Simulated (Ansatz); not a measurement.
Alloy series in Sr

Take Sr in the fcc (Cu type) structure (space group Fm-3m, No. 225; a = 6.100 Å) as the base.

The other end (x = 1) is Mg in the fcc (Cu type) structure (space group Fm-3m, No. 225; a model cell, its experimental status unchecked): 22.77 Å³/atom, gap zero; this end may not be an ambient phase.

Mg replaces a fraction x of Sr; each row is one arrangement (x, atoms in the cell, starting space group or random), fully relaxed.

Calculations: Kohn–Sham DFT with the r2SCAN functional, run in Ansatz (a quantum-chemistry and plane-wave program) with PAW and 500 eV plane waves, no spin-orbit coupling, earlier PAW set.

Candidates:
(a) x(Mg) = 0.25, 4 atoms, R-3m
(b) x(Mg) = 0.25, 4 atoms, Pm-3m
(c) x(Mg) = 0.75, 4 atoms, Pm-3m
(d) x(Mg) = 0.667, 3 atoms, I4/mmm

Notes on the quantities. deviation of the volume from the linear: Vegard-type) interpolation.

### Question
Order them by deviation of the volume from the linear, highest first.

### Answer
(a) x(Mg) = 0.25, 4 atoms, R-3m (+1.3 %), (c) x(Mg) = 0.75, 4 atoms, Pm-3m (-3.2 %), (b) x(Mg) = 0.25, 4 atoms, Pm-3m (-5.0 %), (d) x(Mg) = 0.667, 3 atoms, I4/mmm (-6.9 %)

Each cell is one ordered arrangement of few atoms, which overstates ordering effects compared with a random alloy. No phonon test of stability was made. Under x(Mg) = 0.667, 3 atoms, I4/mmm the cell changed shape so far that it is another structure. This is not the structure that Mg has at room temperature and ambient pressure.
